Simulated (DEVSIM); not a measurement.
## Schottky contact on p-type Ge

Device: Schottky contact on p-type Ge, at 300 K.

```csv
layer (left to right),material,thickness (μm),Na (cm⁻³),τn (s),τp (s)
1,Ge,0.320,5e16,1.2e-6,1.2e-6
2,Ge,0.790,6.5e17,1.2e-6,1.2e-6
```

Left contact: Schottky, work function 4.394 eV, emission velocity 2.1e6 cm/s. Right contact: ohmic. Voltage is applied to the left contact. Recombination: SRH at mid-gap, radiative, Auger. Mobility is constant in doping.

This is a model device: material constants are rounded textbook-type values typed into the input, and sizes, dopings and lifetimes were drawn at random. Values at 300 K.

| parameter | Ge |
|---|---|
| gap (eV) | 0.664 |
| affinity (eV) | 4 |
| permittivity | 16 |
| Nc (cm⁻³) | 1.04e19 |
| Nv (cm⁻³) | 6e18 |
| μn (cm²/Vs) | 3900 |
| μp (cm²/Vs) | 1900 |
| B (cm³/s) | 6.4e-14 |
| Cn (cm⁶/s) | 1e-31 |
| Cp (cm⁶/s) | 1e-31 |

DEVSIM, 1D drift-diffusion, Boltzmann statistics, complete ionisation; no tunnelling, impact ionisation, image-force lowering or self-heating. Metal contacts follow the ideal Schottky-Mott rule: no Fermi-level pinning, no interface dipoles.

```
Quantity                                         Value
---------------------------------------------  -------
Potential step across the device at zero bias  0.213 V
```
